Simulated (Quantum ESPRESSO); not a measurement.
**Several settings converged on VMo (Cmm2, 2 atoms in the cell)**

```
CELL_PARAMETERS angstrom
      1.52959     2.21291     0.00000
     -1.52959     2.21291     0.00000
      0.00000     0.00000     4.20786
ATOMIC_POSITIONS crystal
  V  0.50000 0.50000 0.48812
  Mo 0.00000 0.00000 0.00000
```

Base method: LDA (PZ), GBRV 1.5 ultrasoft (LDA) pseudopotentials (plane waves; Quantum ESPRESSO 7.5).

Base settings: ecutwfc = 50 Ry; ecutrho = 400 Ry; occupations = smearing; smearing = gaussian; degauss = 0.0073499 Ry; potentials = {V: v_lda_v1.4.uspp.F.UPF, Mo: mo_lda_v1.uspp.F.UPF}; K_POINTS = automatic 6 6 4 0 0 0; conv_thr = 1e-10 Ry.

The count of work is k-points × plane waves × bands × iterations; it is no time. Core times come from one kind of shared machine, to one figure; runs under 30 s give none.

**The k-point mesh**

The second cell is the first with its lattice scaled by 0.98.

Only quantities that move along the ladder and can be compared are tabulated.

| K_POINTS | free energy less the last step's (meV/atom) | energy of the compressed cell less the first (meV/atom) | pressure (GPa) | largest difference of a force vector from the last step's (eV/Å) | count of work / last | core time / last (rough) |
|---|---|---|---|---|---|---|
| automatic 2 2 2 0 0 0 | -119.06 | -78.49 | -20.47 | 0.168 | 0.012 | – |
| automatic 4 4 2 0 0 0 | -44.66 | 3.13 | -7.24 | 0.088 | 0.029 | – |
| automatic 5 5 3 0 0 0 | 11.71 | -11.74 | -9.47 | 0.112 | 0.040 | – |
| automatic 6 6 4 0 0 0 | 4.56 | -0.88 | -7.55 | 0.026 | 0.080 | – |
| automatic 8 8 5 0 0 0 | 4.75 | 0.49 | -7.52 | 0.003 | 0.13 | – |
| automatic 10 10 6 0 0 0 | -2.20 | -0.97 | -7.70 | 0.020 | 0.26 | 0.3 |
| automatic 12 12 8 0 0 0 | 0.09 | -0.99 | -7.68 | 0.017 | 0.44 | 0.5 |
| automatic 17 17 10 0 0 0 | 0.00 | -1.71 | -7.80 | 0.000 | 1.0 | 1 |

Coarsest K_POINTS that holds the forces within 0.01 eV/Å: not settled: the last two steps still differ by 0.017 eV/Å, over half the tolerance, so the ladder does not show it.

Coarsest K_POINTS that holds the free energy within 1 meV/atom of the last step, with all finer ones: automatic 12 12 8 0 0 0, at 0.44 of the last step's count of work; the step before is off by 2.2 meV/atom.

Coarsest K_POINTS that holds the pressure within 0.5 GPa of the last step, with all finer ones: automatic 6 6 4 0 0 0, at 0.080 of the last step's count of work; the step before is off by 1.7 GPa.

Two neighbours can agree and both be off: automatic 6 6 4 0 0 0 and automatic 8 8 5 0 0 0 differ by 0.18 meV/atom in the free energy, yet lie about 4.7 meV/atom from the last step.

**The k-point mesh at a smearing width of 0.05 eV**

In this ladder: degauss = 0.0036749 Ry.

The second cell is the first with its lattice scaled by 0.98.

Only quantities that move along the ladder and can be compared are tabulated.

| K_POINTS | free energy less the last step's (meV/atom) | energy of the compressed cell less the first (meV/atom) | pressure (GPa) | largest difference of a force vector from the last step's (eV/Å) | count of work / last | core time / last (rough) |
|---|---|---|---|---|---|---|
| automatic 5 5 3 0 0 0 | 12.99 | -11.78 | -9.51 | 0.108 | 0.013 | – |
| automatic 6 6 4 0 0 0 | 6.24 | -1.15 | -7.61 | 0.004 | 0.026 | – |
| automatic 7 7 4 0 0 0 | -9.92 | -4.16 | -8.18 | 0.056 | 0.036 | – |
| automatic 10 10 6 0 0 0 | -1.38 | -1.03 | -7.75 | 0.015 | 0.099 | 0.1 |
| automatic 14 14 9 0 0 0 | 0.64 | -3.02 | -8.01 | 0.004 | 0.21 | 0.2 |
| automatic 17 17 10 0 0 0 | 0.48 | -1.71 | -7.82 | 0.013 | 0.36 | 0.4 |
| automatic 25 25 15 0 0 0 | 0.00 | -2.10 | -7.87 | 0.000 | 1.0 | 1 |

Coarsest K_POINTS that holds the energy of the compressed cell less the first within 0.5 meV/atom: not settled: the last two steps still differ by 0.39 meV/atom, over half the tolerance, so the ladder does not show it.

Coarsest K_POINTS that holds the forces within 0.02 eV/Å: not settled: the last two steps still differ by 0.013 eV/Å, over half the tolerance, so the ladder does not show it.

Coarsest K_POINTS that holds the free energy within 5 meV/atom of the last step, with all finer ones: automatic 10 10 6 0 0 0, at 0.099 of the last step's count of work and about 0.1 of the last step's time; the step before is off by 9.9 meV/atom.

**The width of Gaussian smearing**

In this ladder: K_POINTS = automatic 10 10 7 0 0 0.

Narrow widths need finer meshes than wide ones, so the last steps can hold mesh noise.

Only quantities that move along the ladder and can be compared are tabulated; pressure and forces are left out, as mesh noise rules them at narrow widths.

```csv
degauss,free energy less the last step's (meV/atom),energy extrapolated to zero width less the last step's (meV/atom)
0.073499 Ry,-210.05,20.75
0.036749 Ry,-46.89,2.01
0.02205 Ry,-15.02,0.98
0.0073499 Ry,0.00,0.00
```

Widest degauss that holds the free energy within 5 meV/atom: not settled: the last two steps still differ by 15 meV/atom, over half the tolerance, so the ladder does not show it.

Widest degauss that holds the energy extrapolated to zero width within 0.5 meV/atom: not settled: the last two steps still differ by 0.98 meV/atom, over half the tolerance, so the ladder does not show it.

The extrapolation to zero width removes most of the smearing's effect on the energy.

On the base run: the starting cell comes from a database of computed structures (which also holds hypothetical and non-ambient phases and stackings), without a prior relaxation at this level. Its lattice was rescaled by up to half a per cent. One atom was moved a little off its site on purpose. Spin polarisation is off. In the base run, with a pressure of about -8 GPa the cell is away from its equilibrium volume at this level. Without a gap this mesh is coarse (it stands for a supercell whose shortest vector is 16 Å).

Left out of this page: 2 runs of the series outside the window shown, repeating another row's setting, or not comparable.
